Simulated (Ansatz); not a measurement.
The starting structures come from a database of crystals and need not be the phases stable at ambient conditions.

 Where the default PAW files enter, the runs use the earlier of Ansatz's two default sets.

By PBEsol, the system below comes out a metal.

Without scattering a metal conducts by its projected Fermi surface.

Here is the system:

```
CELL_PARAMETERS angstrom
      4.32369     0.00000     0.00000
      0.00000     4.76457     0.00000
      0.00000     0.00000     5.26954
ATOMIC_POSITIONS crystal
  Cu 0.50000 0.30100 0.00000
  Cu 0.00000 0.69900 0.50000
  Cu 0.00000 0.15581 0.75052
  Cu 0.00000 0.15581 0.24948
  Cu 0.50000 0.84419 0.74948
  Cu 0.50000 0.84419 0.25052
  Sn 0.50000 0.34118 0.50000
  Sn 0.00000 0.65882 0.00000
```

Space group of this cell: Pmmn. The cell is strained (lengths along the current scaled by 0.97, ions clamped); by PBEsol its mean pressure is 2.4 GPa.

The current flows along the normal of the first two printed cell vectors. No spin-orbit coupling; the value is a mean over 0.1 eV about the Fermi level.

Problem. Give the ballistic conductance per area that Ansatz (a program for electronic structure) with PBEsol yields.

Solution. 0.82 × 10¹⁵ S/m² for both spins.
